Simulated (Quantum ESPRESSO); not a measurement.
# Short convergence ladders for ZnNi (P4mm, 2 atoms in the cell)

```
CELL_PARAMETERS angstrom
      2.88046     0.00000     0.00000
      0.00000     2.88046     0.00000
      0.00000     0.00000     2.88046
ATOMIC_POSITIONS crystal
  Zn 0.50000 0.50000 0.51736
  Ni 0.00000 0.00000 0.00000
```

Base method: PBEsol, SSSP 1.1.2 efficiency (PBE) pseudopotentials (plane waves; Quantum ESPRESSO 7.5).

Base settings: ecutwfc = 50 Ry; ecutrho = 400 Ry; occupations = smearing; smearing = gaussian; degauss = 0.0073499 Ry; input_dft = pbesol; potentials = {Zn: Zn_pbe_v1.uspp.F.UPF, Ni: ni_pbe_v1.4.uspp.F.UPF}; K_POINTS = automatic 7 7 7 0 0 0; conv_thr = 1e-09 Ry.

The count of work is k-points × plane waves × bands × iterations; it is no time. 

**The k-point mesh**

The second cell is the first with its lattice scaled by 0.98.

Only quantities that move along the ladder and can be compared are tabulated.

| K_POINTS | free energy less the last step's (meV/atom) | energy of the compressed cell less the first (meV/atom) | pressure (GPa) | largest difference of a force vector from the last step's (eV/Å) | count of work / last |
|---|---|---|---|---|---|
| automatic 2 2 2 0 0 0 | 511.11 | 8.07 | -4.01 | 0.032 | 0.019 |
| automatic 4 4 4 0 0 0 | 8.36 | -5.61 | -6.64 | 0.005 | 0.062 |
| automatic 6 6 6 0 0 0 | 4.23 | -6.06 | -6.68 | 0.004 | 0.12 |
| automatic 7 7 7 0 0 0 | 1.44 | -6.37 | -6.84 | 0.002 | 0.10 |
| automatic 9 9 9 0 0 0 | 2.42 | -6.21 | -6.79 | 0.001 | 0.19 |
| automatic 11 11 11 0 0 0 | 0.60 | -6.82 | -6.92 | 0.000 | 0.33 |
| automatic 16 16 16 0 0 0 | 0.00 | -7.01 | -7.00 | 0.000 | 1.0 |

Coarsest K_POINTS that holds the pressure within 0.5 GPa of the last step, with all finer ones: automatic 4 4 4 0 0 0, at 0.062 of the last step's count of work; the step before is off by 3.0 GPa.

Coarsest K_POINTS that holds the forces within 0.01 eV/Å of the last step, with all finer ones: automatic 4 4 4 0 0 0, at 0.062 of the last step's count of work; the step before is off by 0.032 eV/Å.

Coarsest K_POINTS that holds the free energy within 5 meV/atom of the last step, with all finer ones: automatic 6 6 6 0 0 0, at 0.12 of the last step's count of work; the step before is off by 8.4 meV/atom.

The energy difference between the two cells stays within 1 meV/atom of the last step's from automatic 6 6 6 0 0 0 on, the total only from automatic 11 11 11 0 0 0 on: much of the error is common to both cells and cancels.

**The k-point mesh at a smearing width of 0.3 eV**

In this ladder: degauss = 0.02205 Ry.

Only quantities that move along the ladder and can be compared are tabulated.

```csv
K_POINTS,free energy less the last step's (meV/atom),pressure (GPa),count of work / last
automatic 4 4 4 0 0 0,-1.73,-6.47,0.031
automatic 6 6 6 0 0 0,1.06,-6.58,0.073
automatic 9 9 9 0 0 0,1.08,-6.70,0.13
automatic 18 18 18 0 0 0,0.00,-6.79,1.0
```

Coarsest K_POINTS that holds the free energy within 0.5 meV/atom: not settled: the last two steps still differ by 1.1 meV/atom, over half the tolerance, so the ladder does not show it.

Coarsest K_POINTS that holds the pressure within 0.1 GPa: not settled: the last two steps still differ by 0.09 GPa, over half the tolerance, so the ladder does not show it.

**The number of bands**

The mesh stays at the base's, so the ladder's end is converged at best in this setting alone.

Only quantities that move along the ladder and can be compared are tabulated.

| nbnd | free energy less the last step's (meV/atom) | pressure (GPa) | largest difference of a force vector from the last step's (eV/Å) |
|---|---|---|---|
| 19 | 128.68 | -4.86 | 0.023 |
| 21 | 0.00 | -6.80 | 0.000 |
| 23 | 0.00 | -6.84 | 0.000 |
| 29 | 0.00 | -6.87 | 0.000 |
| 51 | 0.00 | -6.75 | 0.000 |

Coarsest nbnd that holds the forces within 0.02 eV/Å of the last step, with all finer ones: 21; the step before is off by 0.023 eV/Å.

Coarsest nbnd that holds the free energy within 2 meV/atom of the last step, with all finer ones: 21; the step before is off by 130 meV/atom.

Coarsest nbnd that holds the pressure within 0.5 GPa of the last step, with all finer ones: 21; the step before is off by 1.9 GPa.

On the base run: the starting cell comes from a database of computed structures (which also holds hypothetical and non-ambient phases and stackings), without a prior relaxation at this level. Its lattice was rescaled by up to half a per cent. One atom was moved a little off its site on purpose. Spin polarisation is off. In the base run, with a pressure of about -7 GPa the cell is away from its equilibrium volume at this level.
